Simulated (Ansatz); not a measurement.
Consider CsSnI3 in the cubic perovskite structure (space group Pm-3m, No. 221; a = 6.031 Å).

The values are results of LDA (Ansatz, an electronic-structure program), without spin-orbit coupling, not measurements.

Strains are applied to the cell and any free atomic positions relax.

One change was made to it. Results:

```csv
quantity,base,after
energy relative to the base (free energy F),0 meV/atom,+9.1 meV/atom
pressure,0.0 GPa,1.3 GPa
band gap,zero,zero
```

Q: Name the change that was made.
A. isotropic strain −3.00 %
B. isotropic strain −2.40 %
C. isotropic strain −1.80 %
D. isotropic strain −1.20 %

A: C, isotropic strain −1.80 %. For comparison, the energy relative to the base in the other runs: isotropic strain −2.40 % gives +17 meV/atom; isotropic strain −3.00 % gives +26 meV/atom; isotropic strain −1.20 % gives +4.0 meV/atom.

Spin-orbit coupling, missing from the scalar runs, can matter with I. No phonon test of stability was made. All final runs are without spin polarisation. Many cubic perovskites are stable only at high temperature; tilts and polar distortions were not tested. The zero or small gap of CsSnI3 can change with the level of theory.
